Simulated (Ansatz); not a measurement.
The starting structures come from a database of crystals and need not be the phases stable at ambient conditions.

The decay constant κ of evanescent states in the gap governs leakage through a thin film.

Input:

```xyz
9
Lattice="4.2720 0.1326 -0.1529 -0.2725 7.9601 -0.0013 -1.3320 2.9438 6.8387" Properties=species:S:1:pos:R:3 pbc="T T T"
Pd     0.0000     0.0000     0.0000
Se     3.0440     7.7495     3.4131
Se    -0.3765     3.2871     3.2714
Se     2.5610     4.5634     4.8015
Se     0.1065     6.4731     1.8829
Se     3.0780     4.6328     1.2581
Se    -0.4105     6.4038     5.4263
Br     1.2162     9.4284     5.5013
Br     1.4514     1.6081     1.1831
```

Space group of this cell: P-1. The cell was relaxed by PBE-D3(BJ); by r2SCAN its mean pressure is 0.7 GPa.

Transport runs along the normal of the first two printed cell vectors.

The gap is the functional's own, uncorrected, and κ follows it; spin-orbit coupling is left out. Mid-gap values are interpolated between the computed energies.

Problem. Give the band gap and the smallest decay constant κ at mid-gap that r2SCAN in Ansatz (a first-principles code) yields.

Solution. Gap 0.83 eV on a 8×4×6 mesh; κ = 0.196 1/Å, at (0.500, 0.250) of the in-plane reciprocal vectors. At the zone centre, at the nearest computed energy, the slowest state has κ = 0.27 1/Å.
